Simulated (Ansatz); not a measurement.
## CdSe (model structure, started from the BN type, Pm-3n, No. 223, 12 atoms in the cell)

These are r²SCAN+rVV10 (Ansatz, a first-principles code, PAW) values and carry that method's errors.

Numerical settings: plane-wave cutoff 560 eV, 6×6×6 k mesh, Fermi–Dirac smearing 0.01 eV, scalar-relativistic PAW data made under PBE.

Cell (relaxed at this level):

CdSe has the cubic space group Pm-3n (No. 223), Pearson symbol cP12. Conventional cell: a = b = c = 7.5134 Å, α = β = γ = 90.00°. Cd on 6c sees 4 Se at 2.656 Å. Se on 6d has 4 Cd at 2.656 Å. (Neighbours: up to the widest gap in distance over summed covalent radii, below 1.35, at either atom; cation-cation and far metal-metal contacts left out.)

| Property | Value |
|---|---|
| band gap | 1.17 eV |

Note: the relaxation could raise the start's symmetry but not lower it, so the cell can be a saddle point.

Spin–orbit coupling is not included.

The computed numbers hold no vibrational or temperature effects.

A model structure was made by putting elements into a prototype or built by hand; it is no filed structure, need not be a known phase, and can be a saddle point held by its symmetry.
